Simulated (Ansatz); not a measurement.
**Effect of pressure −1 GPa on ZnS**

Start from ZnS in the zinc blende structure (space group F-43m, No. 216; a = 5.357 Å).

It is then changed as follows: a negative pressure, −1 GPa.

Method: PBEsol (Ansatz, a program for electronic structure, PAW, no SOC). Settings: 11×11×11 k-points, 0.05 eV Fermi–Dirac smearing.

| quantity | base | changed | shift |
|---|---|---|---|
| volume per atom | 19.21 Å³ | 19.46 Å³ | +0.25 Å³ |
| lattice parameter a | 5.357 Å | 5.380 Å | +0.023 Å |
| shortest interatomic distance | 2.319 Å | 2.329 Å | +0.010 Å |
| enthalpy H = E + PV relative to the base's energy | – | -0.12 eV/atom | – |
| band gap | 2.09 eV | 2.03 eV | -0.055 eV |
| gap character | direct at Γ | direct at Γ | – |
| width of the top valence band | 2.86 eV | 2.81 eV | -0.05 eV |
| electron mass | 0.17 mₑ (at Γ) | 0.16 mₑ (at Γ) | – |
| valley order (the lowest conduction-band minima on the path, energy above the VBM, named in the base's zone) | Γ 2.09 eV; X along ⟨100⟩ 3.17 eV; L along ⟨111⟩ 3.24 eV | Γ 2.03 eV; X along ⟨100⟩ 3.20 eV; L along ⟨111⟩ 3.21 eV | – |

Final structure:

```xyz
2
Lattice="0.0000 2.6898 2.6898 2.6898 0.0000 2.6898 2.6898 2.6898 0.0000" Properties=species:S:1:pos:R:3 pbc="T T T"
Zn     0.0000     0.0000     0.0000
S      1.3449     1.3449     1.3449
```

Cost of the whole job for the changed cell (relaxation, final SCF and bands): around 27 core-seconds (rough).

Load acts through the strain it causes; cell and atoms are relaxed under it. Effective masses come from finite differences of ±0.01 Å⁻¹. Stability against distortions was not tested.
